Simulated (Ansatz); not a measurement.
Functionals compared on a constructed model of the (111) surface of fcc Au, a pseudomorphic layer of Sn in the host's stacking (bottom of the slab: a bare face, its two planes held), in Ansatz (plane waves, PAW). The structure was relaxed with PBE; the other rows are single points on it. Cutoff 420 eV (500 eV for r2SCAN).

Slab: 7 atoms, 14.3 Å thick at the start; k 15x15x1, smearing 0.1 eV, dipole-corrected; 2 atoms held, the rest relaxed; held to the start's symmetry, so lower structures may exist; no spin, no spin-orbit, no U. It is one candidate, not shown to be the stable structure of the face. These notes are the PBE run's.

```tsv
functional	work function of the top face (eV)	rough cost of the single point
PBE	3.62	–
RPBE	3.51	about 40 core-seconds (a rough figure)
r2SCAN	3.70	about 60 core-seconds (a rough figure)
```

Ansatz is a quantum-chemistry and plane-wave program.
